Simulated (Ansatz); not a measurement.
Consider MgS in the rock salt structure (space group Fm-3m, No. 225; a = 5.1820 Å).

Modification: hydrostatic tension (pressure −1 GPa).

Levels (all Ansatz, a first-principles code, PAW): PBEsol (420 eV, spin-orbit coupling left out); r2SCAN (500 eV, scalar-relativistic without spin-orbit coupling); HSE06 (420 eV, no spin-orbit coupling).

One geometry, relaxed with PBEsol, under each level:

Notes on the quantities. hole mass: degenerate bands, along [100].

| level | band gap | lowest conduction level above the VBM at special points | electron mass | hole mass | pressure |
|---|---|---|---|---|---|
| PBEsol | 2.70 eV | X 2.70 eV; Γ 3.59 eV; K 3.81 eV; U 3.81 eV | 0.53 mₑ along k, 0.29 mₑ across (at X) | 0.24, 0.93, 0.93 mₑ (at Γ) | -1.00 GPa |
| r2SCAN | 3.46 eV | X 3.46 eV; Γ 4.63 eV; K 4.56 eV; U 4.56 eV | 0.52 mₑ along k, 0.30 mₑ across (at X) | 0.28, 0.93, 0.93 mₑ (at Γ) | -0.07 GPa |
| HSE06 | ? | ? | – | – | – |

Q: Give the withheld HSE06 results.

A: 
- HSE06, band gap: 3.80 eV
- HSE06, lowest conduction level above the VBM at special points: X 3.80 eV; Γ 4.82 eV; K 4.95 eV

Single points use the geometry relaxed with PBEsol. Their cutoffs differ, which shifts pressures a little. HSE06 was sampled on its mesh, a few special points and the semilocal edge points, so its gap is an upper bound. Load acts through the strain it causes; cell and atoms are relaxed under it. Effective masses come from finite differences of ±0.01 Å⁻¹. Along k means along the line from Γ to the band edge. Whether these cells are dynamically stable was not tested.
